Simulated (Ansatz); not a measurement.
```
CELL_PARAMETERS angstrom
      3.85950     3.85917     3.85917
      3.85950    -3.85939     3.85939
      3.85950    -3.85917    -3.85917
ATOMIC_POSITIONS crystal
  Ir 0.00019 0.74994 0.74987
  Ir 0.25025 0.00000 0.74975
  Ir 0.00100 0.50000 0.50008
  Ir 0.49976 0.24923 0.75101
  Ir 0.24899 0.75077 0.50024
  Rh 0.75051 0.50000 0.75113
  Ir 0.00014 0.24946 0.25040
  Ir 0.49976 0.00000 0.50024
  Rh 0.24887 0.50000 0.24949
  Rh 0.75121 0.24842 0.50037
  Rh 0.49963 0.75158 0.24879
  Ir 0.99976 0.00000 0.00024
  Ir 0.25013 0.25006 0.99981
  Ir 0.75025 0.00000 0.24975
  Ir 0.49992 0.50000 0.99900
  Ir 0.74960 0.75054 0.99986
```

The mixing enthalpy is taken against the end members in the face-centred cubic type, relaxed in the same cell and mesh.

Method: PBE (plane waves to 420 eV, PAW; Ansatz, a first-principles code). Scalar-relativistic, without spin–orbit coupling. Its k-point mesh 6×6×6, Fermi–Dirac width 0.05 eV.

Give the composition and order of this alloy cell, and its volume, bond lengths and mixing enthalpy.

A 16-atom cell of (Rh,Ir) started in the face-centred cubic structure, site fractions Rh 0.250, Ir 0.750, short-range order -0.06 among the nearest mixed sites of the first mixed sublattice (0 is random, a negative value favours unlike neighbours), space group Fmm2 at the end, an ordered arrangement that its symmetry holds.
| Item | Result |
|---|---|
| volume per atom | 14.37 Å³ |
| Ir–Ir bonds (within 1.22 times the sum of covalent radii) | 2.728 Å on average, from 2.720 to 2.737 (53) |
| Ir–Rh bonds (within 1.22 times the sum of covalent radii) | 2.729 Å on average, from 2.720 to 2.740 (38) |
| Rh–Rh bonds (within 1.22 times the sum of covalent radii) | 2.743 Å on average, from 2.742 to 2.746 (5) |
| mixing enthalpy per site of the mixed sublattice | -20 meV |
| departure of the mean lattice parameter from Vegard's line | under 0.15 %, inside the noise of the relaxations |
